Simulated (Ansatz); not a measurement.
The parent structure is Se (space group P3_121, No. 152; a = 4.0391 Å, c = 5.1204 Å; made of chains). Axes: x lies along a and z along c of the hexagonal cell.

One thing is altered: the cell is stretched by 1.56 % along y with no lateral relaxation, atoms relaxed at fixed cell.

Levels (all Ansatz, a quantum-chemistry and plane-wave program, PAW, earlier PAW set): PBEsol (420 eV, scalar-relativistic without spin-orbit coupling); r2SCAN (500 eV, without spin-orbit coupling); HSE06 (420 eV, spin-orbit coupling left out); PBEsol+SOC (420 eV, with spin-orbit coupling); HSE06+SOC (420 eV, with spin-orbit coupling).

At the geometry relaxed with PBEsol, these levels gave the following band gaps, in shuffled order: (a) 0.45 eV, (b) 1.07 eV, (c) 1.14 eV, (d) 0.72 eV, (e) 0.35 eV.

**Question.** Match each gap to its level.

**Answer.** (a) PBEsol; (b) HSE06+SOC; (c) HSE06; (d) r2SCAN; (e) PBEsol+SOC.

Single points use the geometry relaxed with PBEsol. HSE06 was sampled on its mesh, a few special points and the semilocal edge points, so its gap is an upper bound. The spin-orbit shifts are approximate. The cells carry an imposed strain or load. Whether these cells are dynamically stable was not tested. No dispersion term is included in the PBEsol runs.
